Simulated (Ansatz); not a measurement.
## Pt3GaN (model structure, started from the Ni3MgC type, Pm-3m, No. 221, 5 atoms in the cell)

Level of theory: LDA (Ansatz, a first-principles code, plane waves, PAW).

Run with plane-wave cutoff 520 eV, 14×14×14 k mesh, Fermi–Dirac smearing 0.05 eV, scalar-relativistic PAW data made under PBE.

Cell (relaxed at this level):

Space group Pm-3m (No. 221); a = b = c = 4.1170 Å, α = β = γ = 90.00°

| atom | site | symmetry | x | y | z |
|---|---|---|---|---|---|
| Ga | 1a | m-3m | 0.0000 | 0.0000 | 0.0000 |
| Pt | 3c | 4/mm.m | 0.0000 | 0.5000 | 0.5000 |
| N | 1b | m-3m | 0.5000 | 0.5000 | 0.5000 |

| Quantity | Result |
|---|---|
| band gap | none |
| bulk modulus | 224 GPa |

Note: the bulk modulus is −V dP/dV from two relaxed cells at ±2 % in volume; the relaxation could raise the start's symmetry but not lower it, so the cell can be a saddle point.

Spin–orbit coupling is not included; it can open a gap where bands touch, and shift volumes and moduli.

It cost very roughly 60 core-seconds of CPU time.

A model structure was made by putting elements into a prototype or built by hand; it is no filed structure, need not be a known phase, and can be a saddle point held by its symmetry.
